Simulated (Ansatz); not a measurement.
Band structure of SiNi (Fm-3m, 2 atoms in the cell).

```xyz
2
Lattice="0.0000 2.4758 2.4758 2.4758 0.0000 2.4758 2.4758 2.4758 0.0000" Properties=species:S:1:pos:R:3 pbc="T T T"
Si     0.0000     0.0000     0.0000
Ni     2.4758     2.4758     2.4758
```
Moments meant for the start (each program seeds them in its own way; μB, in the order of the atoms Si Ni): 0.0 2.0.

Method of the run: LDA (PW92), default PAW files made with PBE (plane waves; Ansatz, a program for electronic structure).

Settings: basis.ecutwfc = 420 eV; kpoints.mp_grid.grid = 9 9 9; hamiltonian.xc = lda; hamiltonian.pseudopotentials = {kind: paw} (the program's default PAW files); magnetization.spin_polarized = true; scf.occupations.method = methfessel_paxton; scf.occupations.width = 0.05 eV; kpoints.band_path.npoints = 16.

The starting cell was generated: these elements placed on a structure prototype, without a prior relaxation; it need not be a known phase or ordering of this composition. The starting moments vanished: the run ended non-magnetic, which need not be the lowest state. The program warned that a starting moment was not kept.

Levels in eV from the Fermi level, bands 8 to 15 of the first spin channel:
```tsv
point	8	9	10	11	12	13	14	15
Γ	-1.93	-1.93	-1.93	3.53	3.53	3.53	9.76	9.76
X	-1.72	-1.20	-1.20	-0.59	-0.01	-0.01	2.95	6.17
W	-3.04	-1.20	-0.93	-0.75	-0.75	-0.37	8.12	9.19
K	-2.32	-1.39	-1.28	-0.86	-0.56	1.44	4.69	8.82
L	-2.75	-1.36	-1.36	-0.92	4.96	4.96	6.17	6.17
U	-2.32	-1.39	-1.28	-0.86	-0.56	1.44	4.69	8.82
```

Bands cross the Fermi level along this path, so the cell is metallic at this level.

The net moment of the cell came out as 0.00 μB.

Keys are those of Ansatz 0.2.
